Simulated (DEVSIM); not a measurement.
Device: abrupt Si p-n junction, at 300 K.

Layer 1 from the left is Si, thickness (μm) 0.110, Na (cm⁻³) 1.6e17, τn (s) 2.5e-7, τp (s) 2.5e-7. Layer 2 from the left is Si, thickness (μm) 0.490, Nd (cm⁻³) 2e16, τn (s) 2.5e-7, τp (s) 2.5e-7.

Left contact: ohmic. Right contact: ohmic. Voltage is applied to the left contact. Recombination: SRH at mid-gap. Mobility is μmin + (μ − μmin)/(1 + (N/Nref)^α).

The device is made up for the run: typed textbook-type constants, with dimensions and the other settings drawn at random. Values at 300 K.

Si: gap (eV) 1.124, affinity (eV) 4.05, permittivity 11.7, Nc (cm⁻³) 2.86e19, Nv (cm⁻³) 3.1e19, μn (cm²/Vs) 1417, μp (cm²/Vs) 470, μn,min 52, μp,min 45, Nref,n 9.7e16, Nref,p 2.2e17, αn 0.68, αp 0.72.

Estimate by hand the built-in potential, the peak field at zero bias, the capacitance at -0.5 V, and compare with a numerical solution.


- Built-in potential: ni = √(Nc Nv) exp(−Eg/2kT) = 1.08e10 cm⁻³ with Eg = 1.124 eV; Vbi = kT/q ln(Na Nd/ni²) = 0.800 V; numerical 0.800 V.
- Peak field at zero bias: depletion approximation: W = √(2εVbi/(qN)) = 0.241 μm with N = 1.78e16 cm⁻³; field = 2Vbi/W = 66300 V/cm; numerical 64300 V/cm (estimate above by 3.1 %).
- Capacitance at -0.5 V: C = √(qεN / 2(Vbi + |V|)) = 33.7 nF/cm²; numerical 34.3 nF/cm² (estimate below by 1.9 %).

Simulated with DEVSIM: 1D drift-diffusion, Boltzmann statistics, complete ionisation; no tunnelling, impact ionisation, image-force lowering or self-heating.
